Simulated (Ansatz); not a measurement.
C11b MoSi2, treated with revPBE in Ansatz (PAW).

Settings: plane-wave cutoff 520 eV, 28×28×28 k mesh, Fermi–Dirac smearing 0.037 eV (set by the program), no spin polarisation, scalar-relativistic PAW data made under PBE.

Computed at the level's own relaxed cell.

```yaml
crystal:
  lattice:
    - [-1.61358, 1.61358, 3.94785]
    - [1.61358, -1.61358, 3.94785]
    - [1.61358, 1.61358, -3.94785]
  atoms:
    - { symbol: Si, position: [0.66490, 0.66490, 0.00000] }
    - { symbol: Si, position: [0.33510, 0.33510, 0.00000] }
    - { symbol: Mo, position: [0.00000, 0.00000, 0.00000] }
```

Problem. Give the elastic tensor (Voigt notation, GPa, ions relaxed, in the Cartesian axes of the cell as printed).

Solution. 
```
  384.7   106.3    85.2     0.0     0.0     0.0
  106.3   384.7    85.2     0.0     0.0     0.0
   85.2    85.2   481.5     0.0     0.0     0.0
    0.0     0.0     0.0   191.1     0.0     0.0
    0.0     0.0     0.0     0.0   191.1     0.0
    0.0     0.0     0.0     0.0     0.0   184.7
```

Measured, for comparison: elastic constant C11 417 GPa, elastic constant C12 104 GPa, elastic constant C44 204 GPa, elastic constant C33 514 GPa, elastic constant C13 83.8 GPa, elastic constant C66 194 GPa (temperature not stated, not corrected to a static lattice; as tabulated in Friák et al. (2018), doi:10.3390/nano8121057). Computed (rounded) less measured: elastic constant C11 -8 %, elastic constant C12 +2 %, elastic constant C44 -6 %, elastic constant C33 -6 %, elastic constant C13 +2 %, elastic constant C66 -5 %. A static lattice is as a rule a little smaller and stiffer than an uncorrected measurement, which narrows the difference in the elastic constant C12, elastic constant C13 and would widen misses of the other sign.

The computed numbers hold no vibrational or temperature effects.

Ansatz is a program for electronic structure.
